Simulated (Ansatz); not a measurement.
Consider the following.

```
CELL_PARAMETERS angstrom
      0.00000     0.00000    -3.04744
     -1.57204     2.22321    -1.52372
      1.57204     2.22321    -1.52372
ATOMIC_POSITIONS crystal
  N  0.00000 0.00000 0.00000
  Ta 0.50000 0.50000 0.50000
```

No spin polarisation.

Computed with plane-wave PAW DFT at the PBEsol level (Ansatz, an electronic-structure program, 420 eV), no spin-orbit coupling. Γ-centred 23×23×23 mesh, Fermi–Dirac width 0.1 eV.

What is the computed pressure (mean of the normal stresses, compression positive)?

-5.5 GPa.

What space group does the calculation give?

Immm (No. 71).

What band gap does the calculation give?

Zero.

A biaxial case was relaxed in a doubled cell and then solved in the primitive one. The cells carry an imposed strain or load. Whether these cells are dynamically stable was not tested. The final runs are not spin-polarised. The cell was made from TaN in the rock salt structure (space group Fm-3m, No. 225) by this change: biaxial strain +1.61 %, plane normal [110], relaxed out of plane. This is not the structure that TaN has at room temperature and ambient pressure.
